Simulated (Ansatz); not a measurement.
The parent structure is Ag in the fcc (Cu type) structure (space group Fm-3m, No. 225; a = 4.105 Å; relaxed with 0.1 eV smearing).

The values are results of r2SCAN, PAW, 500 eV (Ansatz, an electronic-structure program; spin-orbit coupling left out), earlier PAW set, not measurements.

Base values:

```
Item       Result
--------  -------
Pressure  0.0 GPa
```

It is then changed as follows: every lattice vector is stretched by 2.64 %, atoms relaxed at fixed cell.

Problem. Predict the new energy relative to the base.

Solution. The energy goes up by 31 meV/atom.

Problem. Estimate the effect on the pressure.

Solution. The pressure goes from zero to -6.4 GPa.

The cells carry an imposed strain or load. Whether these cells are dynamically stable was not tested.
